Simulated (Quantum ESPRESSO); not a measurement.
Quantum ESPRESSO is run on W3O7F (Cmmm, 11 atoms in the cell), and the run fails. The aim is a self-consistent single point with DFT, LDA (PZ)+U, plane waves, GBRV 1.5 ultrasoft (LDA) pseudopotentials.

This input was run:

```fortran
&CONTROL
   calculation = 'scf'
   outdir = './out'
   pseudo_dir = './'
   tprnfor = .true.
   tstress = .true.
/
&SYSTEM
   ibrav = 0
   nat = 11
   ntyp = 3
   ecutwfc = 40
   ecutrho = 320
   occupations = 'smearing'
   smearing = 'cold'
   degauss = 0.0099958
   nspin = 2
   starting_magnetization(1) = 0.071
/
&ELECTRONS
   conv_thr = 1.0d-9
   mixing_beta = 0.3
/
ATOMIC_SPECIES
W    183.8400  w_lda_v1.2.uspp.F.UPF
O     15.9990  o_lda_v1.2.uspp.F.UPF
F     18.9984  F_LDA_V1.4.USPP.f.upf
CELL_PARAMETERS {angstrom}
   3.18936500    -5.56124000     0.00000000
   3.18936500     5.56124000     0.00000000
   0.00000000     0.00000000     3.88573000
ATOMIC_POSITIONS {angstrom}
W     0.00000000    0.00000000    0.00000000
W     3.18936500   -2.17199789    0.00000000
W     3.18936500    2.17199789    0.00000000
O     1.21833743   -1.66881690    0.00000000
O     5.16039257    1.66881690    0.00000000
O     1.21833743    1.66881690    0.00000000
O     5.16039257   -1.66881690    0.00000000
O     0.00000000    0.00000000    1.94286500
O     3.18936500   -2.12739675    1.94286500
O     3.18936500    2.12739675    1.94286500
F     3.18936500    0.00000000    0.00000000
K_POINTS {automatic}
3 3 5  0 0 0
HUBBARD {atomic}
U W-5d 6.2
```

Output, abridged:

```
 %%%%%%%%%%%%%%%%%%%%%%%%%%%%%%%%%%%%%%%%%%%%%%%%%%%%%%%%%%%%%%%%%%%%%%%%%%%%%%
     Error in routine readpp (1):
     file ./F_LDA_V1.4.USPP.f.upf not found
 %%%%%%%%%%%%%%%%%%%%%%%%%%%%%%%%%%%%%%%%%%%%%%%%%%%%%%%%%%%%%%%%%%%%%%%%%%%%%%

     stopping ...
```

### Question
Read the log: what does the program object to, and what is the fix?

### Answer
The fault is a potential or basis that cannot be found. The input names a file or set that is not where the program looks, or that does not exist under that name. To fix it, correct the name or place the file. The program stopped before any SCF iteration.

An input that runs soundly differs in these lines (not the only fix; some lines may just follow from the change or write a value another way):
```diff
-F     18.9984  F_LDA_V1.4.USPP.f.upf
+F     18.9984  f_lda_v1.4.uspp.F.UPF
```

With that input, the run converged in 20 iterations: free energy E − TS -10219.8696 eV; Fermi level (on the code's own zero) 9.57 eV; pressure -22.43 GPa; largest force (vector length) 0.516 eV/Å; size of the cell's spin moment 3.00 μB (DFT, LDA (PZ)+U, plane waves, GBRV 1.5 ultrasoft (LDA) pseudopotentials).

On the sound input: the starting cell comes from a database of computed structures (which also holds hypothetical and non-ambient phases and stackings), without a prior relaxation at this level. The magnetic order is the one reached from the typed start; others were not searched systematically. With U or open f shells several self-consistent states can exist. With a pressure of about -22 GPa the cell is away from its equilibrium volume at this level.
